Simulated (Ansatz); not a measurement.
The starting structures come from a database of crystals and need not be the phases stable at ambient conditions.

 Where the default PAW files enter, the runs use the earlier of Ansatz's two default sets.

By PBEsol, the system below comes out a metal.

The ballistic (Sharvin) conductance counts the channels at the Fermi level: G/A = (e²/h) × channels of both spins per area.

Consider the following.

```xyz
12
Lattice="3.6973 0.0000 0.0000 0.0000 4.9287 0.0000 0.0000 0.0000 7.2121" Properties=species:S:1:pos:R:3 pbc="T T T"
Si     2.7730     1.4333     4.4235
Si     0.9243     3.4955     2.7886
Si     0.9243     1.0311     0.8174
Si     2.7730     3.8976     6.3947
Ni     2.7730     2.2568     2.1114
Ni     0.9243     2.6720     5.1008
Ni     0.9243     0.2076     5.7174
Ni     2.7730     4.7211     1.4947
Ni     2.7730     1.6208     6.7762
Ni     0.9243     3.3079     0.4360
Ni     0.9243     0.8436     3.1701
Ni     2.7730     4.0852     4.0420
```

Space group of this cell: Pnma. The cell is strained (lengths along the current scaled by 1.03, ions clamped); by PBEsol its mean pressure is -6.4 GPa.

The current flows along the normal of the first two printed cell vectors. No spin-orbit coupling; the value is a mean over 0.1 eV about the Fermi level.

Estimate the ballistic conductance per area that PBEsol (Ansatz, a program for electronic structure) returns for this system.

0.61 × 10¹⁵ S/m² for both spins.
